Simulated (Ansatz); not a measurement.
# Re, response to strain

Take Re in the hcp (Mg type) structure (space group P6_3/mmc, No. 194; a = 2.7519 Å, c = 4.4401 Å; relaxed with 0.1 eV smearing) as the base. Axes: x lies along a and z along c of the hexagonal cell.

Strains are applied to the cell and any free atomic positions relax.

Method: PBEsol (Ansatz, an electronic-structure program, PAW, without spin-orbit coupling).

Notes on the quantities. energy relative to the base: free energy F; pressure: mean of the normal stresses, compression positive.

```json
[
 {"variant": "base", "volume per atom": "14.56 Å³", "energy relative to the base": "0 meV/atom", "pressure": "0.0 GPa"},
 {"variant": "uniaxial strain ε_zz = −3.00 %", "volume per atom": "14.12 Å³", "energy relative to the base": "+31 meV/atom", "pressure": "13.1 GPa"},
 {"variant": "uniaxial strain ε_zz = −2.50 %", "volume per atom": "14.20 Å³", "energy relative to the base": "+21 meV/atom", "pressure": "10.7 GPa"},
 {"variant": "uniaxial strain ε_zz = −2.00 %", "volume per atom": "14.27 Å³", "energy relative to the base": "+13 meV/atom", "pressure": "8.4 GPa"},
 {"variant": "uniaxial strain ε_zz = −1.00 %", "volume per atom": "14.41 Å³", "energy relative to the base": "+3.3 meV/atom", "pressure": "4.1 GPa"},
 {"variant": "uniaxial strain ε_zz = +0.50 %", "volume per atom": "14.63 Å³", "energy relative to the base": "…", "pressure": "…"},
 {"variant": "uniaxial strain ε_zz = +1.00 %", "volume per atom": "14.71 Å³", "energy relative to the base": "+3.1 meV/atom", "pressure": "-3.8 GPa"},
 {"variant": "uniaxial strain ε_zz = +1.50 %", "volume per atom": "14.78 Å³", "energy relative to the base": "+7.0 meV/atom", "pressure": "-5.6 GPa"},
 {"variant": "uniaxial strain ε_zz = +2.00 %", "volume per atom": "14.85 Å³", "energy relative to the base": "+12 meV/atom", "pressure": "-7.3 GPa"},
 {"variant": "uniaxial strain ε_zz = +3.00 %", "volume per atom": "15.00 Å³", "energy relative to the base": "+27 meV/atom", "pressure": "-10.6 GPa"}
]
```

Question: Complete the table.

Answer: 
- uniaxial strain ε_zz = +0.50 %, energy relative to the base: +0.8 meV/atom
- uniaxial strain ε_zz = +0.50 %, pressure: -1.9 GPa

No phonon test of stability was made. The final runs are not spin-polarised.
